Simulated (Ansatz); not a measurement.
Input and output of a self-consistent single point for LaSi2Ni (Cmcm, 8 atoms in the cell) (Ansatz, a quantum-chemistry and plane-wave program).

Method: LDA (PW92), PAW files made with PBE (plane waves; Ansatz).

```
CELL_PARAMETERS angstrom
      2.11490    -8.30956     0.00000
      2.11490     8.30956     0.00000
      0.00000     0.00000     4.08984
ATOMIC_POSITIONS crystal
  La 0.89212 0.10788 0.25000
  La 0.10788 0.89212 0.75000
  Si 0.54103 0.45897 0.25000
  Si 0.45897 0.54103 0.75000
  Si 0.24991 0.75009 0.25000
  Si 0.75009 0.24991 0.75000
  Ni 0.68223 0.31777 0.25000
  Ni 0.31777 0.68223 0.75000
```

Reference input (self-consistent single point, DFT, PBEsol, plane waves, PAW files made with PBE): basis.ecutwfc = 420 eV; kpoints.mp_grid.grid = 5 5 5; hamiltonian.xc = pbesol; hamiltonian.pseudopotentials = {kind: paw} (the program's default PAW files); scf.occupations.method = gaussian; scf.occupations.width = 0.05 eV. This run's input differs from it in these lines:

Ansatz 0.2 input:
```diff
@@ -21,3 +21,3 @@
 hamiltonian:
-  xc: pbesol
+  xc: lda
   pseudopotentials:
```

The program printed (abridged):

```
SCF iter   1: F=—  HF=-26144.015625 eV  |F-HF|=—  |Δ(HF+E_count)|=         —  Δρ=1.54e-1  dr2=4.07e1  ethr=3.10e-3  ⟨swp⟩=7.2  Hψ=5324  notcnv=0
all-band conjugate gradients solve this SCF's bands
preconditioner: auto → Kerker (q_TF=auto, 2.442 Å⁻¹)
SCF iter   2: F=—  HF=-26141.656712 eV  |F-HF|=—  |Δ(HF+E_count)|=    2.36e0  Δρ=2.97e-2  dr2=5.73e0  ethr=3.10e-3  ⟨swp⟩=5.1  Hψ=3114  notcnv=0  defer=67
   [... lines left out ...]
SCF iter   7: F=—  HF=-26140.954316 eV  |F-HF|=—  |Δ(HF+E_count)|=   1.80e-4  Δρ=3.04e-4  dr2=2.97e-4  ethr=2.48e-6  ⟨swp⟩=1.1  Hψ=1130  notcnv=0  defer=87
SCF iter   8: F=—  HF=-26140.954287 eV  |F-HF|=—  |Δ(HF+E_count)|=   2.84e-5  Δρ=8.91e-5  dr2=2.14e-5  ethr=4.01e-7  ⟨swp⟩=1.9  Hψ=1277  notcnv=0  defer=87
SCF iter   9: F=—  HF=-26140.954301 eV  |F-HF|=—  |Δ(HF+E_count)|=   1.36e-5  Δρ=1.81e-5  dr2=4.77e-7  ethr=2.90e-8  ⟨swp⟩=2.0  Hψ=1883  notcnv=0  defer=87
SCF iter  10: F=-26140.954301 eV  HF=-26140.954301 eV  |F-HF|=7.27e-9  |Δ(HF+E_count)|=   9.93e-8  Δρ=2.94e-6  dr2=1.42e-8  ethr=1.35e-10  ⟨swp⟩=16.9  Hψ=7539  notcnv=0
SCF 1 converged in 10 iterations: F = -26140.954301 eV  dr2 = 1.42e-8
Free energy (F): -26140.954301 eV
Internal energy: -26140.951640 eV  (E = F + TS)
E sigma→0 (E₀):  -26140.952970 eV
Entropy (-TS):   -0.002661 eV (-0.333 meV/atom)
Fermi energy:    11.952001 eV
--- Forces (eV/Å), atoms counted from 1 ---
  atom   1  La     0.00000000     0.09007490     0.00000000
  atom   2  La     0.00000000    -0.09007490     0.00000000
  atom   3  Si     0.00000000    -0.19053526     0.00000000
  atom   4  Si     0.00000000     0.19053526     0.00000000
  atom   5  Si     0.00000000     0.02473790     0.00000000
  atom   6  Si     0.00000000    -0.02473790     0.00000000
  atom   7  Ni     0.00000000    -0.06617027     0.00000000
  atom   8  Ni     0.00000000     0.06617027     0.00000000
--- Stress (GPa, compression-positive) ---
       -5.541526       0.000000       0.000000
        0.000000      -6.327426       0.000000
        0.000000       0.000000      -4.852512
  P = ⅓ Tr σ = -5.5738 GPa (-55.738 kbar)
  The stress holds the Pulay correction. Without it, at fixed plane waves, as pw.x and ABINIT print it: P = -5.5959 GPa
```

The run converged in 10 iterations. Against the reference run the pressure goes from -3.00 to -5.57 GPa and the largest force goes from 0.121 to 0.191 eV/Å.

The starting cell comes from a database of computed structures (which also holds hypothetical and non-ambient phases and stackings), without a prior relaxation at this level. Spin polarisation is off. With a pressure of about -6 GPa the cell is away from its equilibrium volume at this level. Ansatz's pressure includes its estimate of the finite-basis (Pulay) stress.
